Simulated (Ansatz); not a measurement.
## A computed series for HfO2: pressure series

Consider HfO2 in the fluorite structure (space group Fm-3m, No. 225).

Space group Fm-3m (No. 225); a = b = c = 5.0981 Å, α = β = γ = 90.00°

| atom | site | symmetry | x | y | z |
|---|---|---|---|---|---|
| Hf | 4a | m-3m | 0.0000 | 0.0000 | 0.0000 |
| O | 8c | -43m | 0.2500 | 0.2500 | 0.2500 |
(The calculation used a cell of 3 atoms; values per cell refer to that cell.)

Cell and atoms are relaxed at each pressure.

Level of theory: PBE, PAW, 420 eV (Ansatz, a quantum-chemistry and plane-wave program; no spin-orbit coupling), earlier PAW set.

```
pressure (GPa)  volume per atom (Å³/atom)
--------------  -------------------------
-2                                 11.134
-1                                      ?
0                                  11.042
1.8                                10.963
4.2                                10.862
9                                  10.673
18                                 10.358
30                                 10.002
60                                  9.311
```

### Question
Fit the third-order Birch–Murnaghan form P(V) = (3B₀/2)[(V₀/V)^(7/3) − (V₀/V)^(5/3)]·[1 + (3/4)(B₀′ − 4)((V₀/V)^(2/3) − 1)] (squares taken in P) to the rows shown and predict the withheld row.

### Answer
Least squares on the printed values gives V₀ = 11.042 Å³/atom, B₀ = 247 GPa, B₀′ = 4.2; this predicts 11.087 Å³/atom, and the run gives 11.087 Å³/atom, in agreement.

Load acts through the strain it causes; cell and atoms are relaxed under it. No phonon test of stability was made. No other phases were tried under pressure. This is not the structure that HfO2 has at room temperature and ambient pressure.
